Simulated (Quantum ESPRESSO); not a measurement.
Pressure against volume in rock-salt SnTe (space group 225) (Quantum ESPRESSO, PBE)

```xyz
2
Lattice="0.0000 3.1038 3.1038 3.1038 0.0000 3.1038 3.1038 3.1038 0.0000" Properties=species:S:1:pos:R:3 pbc="T T T"
Sn     0.0000     0.0000     0.0000
Te     3.1038     3.1038     3.1038
```

Method: PBE, GBRV 1.5 ultrasoft (PBE) pseudopotentials (plane waves; Quantum ESPRESSO 7.5). Settings: ecutwfc = 52 Ry; ecutrho = 260 Ry; occupations = smearing; smearing = fermi-dirac; degauss = 0.000734986 Ry; potentials = {Sn: sn_pbe_v1.4.uspp.F.UPF, Te: te_pbe_v1.uspp.F.UPF}; K_POINTS = automatic 9 9 9 0 0 0; conv_thr = 1e-10 Ry; mixing_beta = 0.4. The cell above is the first row's. The rows scale it uniformly. In all rows fractional positions and the k mesh are held.

```csv
V (Å^3/atom),P (GPa)
29.901,3.72
30.551,2.50
31.201,1.40
31.851,0.43
32.501,-0.45
33.151,-1.24
33.801,-1.94
34.451,-2.58
35.101,?
```

Using a cubic, estimate the missing P at V = 35.101 from the other rows, showing the fit.

With u = V - 32.2, the rows have u = -2.2990, -1.6490, -0.9990, -0.3490, 0.3010, 0.9510, 1.6010, 2.2510. Least squares gives P = -0.057 - 1.3419·u + 0.11445·u² - 0.00717·u³. Residuals (row less fit): 0.000, 0.001, -0.005, 0.004, 0.001, -0.004, 0.001, -0.001; standard error 0.004 (degrees of freedom: 4). The fitted pressure is zero at V0 = 32.16, where dP/dV = -1.352, so B0 = -V0·dP/dV = 43.5 GPa. At the withheld row, u = 2.9010, so P = -0.057 - 1.3419 × 2.9010 + 0.11445 × 2.9010² - 0.00717 × 2.9010³ = -3.162 GPa. The calculation gives -3.13 GPa, 0.032 GPa above the prediction (0.5 % of the range of P in the table). The row lies outside the fitted rows, so this is an extrapolation. From the scatter of the fitted rows alone, a prediction at this place has a standard error of 0.011 GPa, so the miss is 3.0 times that.

Carrying the step between the two nearest rows on in a straight line would have given -3.22, off by 0.09; series whose last step already gives the withheld value aren't shown. The scan was laid around a cell of about the measured size, scaled by a guess for this functional. This is the room-temperature phase, which distorts on cooling and is held here by symmetry. The runs keep the symmetry of the cell, so they don't test it for distortions. Spin-orbit coupling is off. Cutoffs and mesh are single choices, not tested for convergence of this quantity. Series with a scatter that would blur these digits, or in which a gap closes, are not shown.
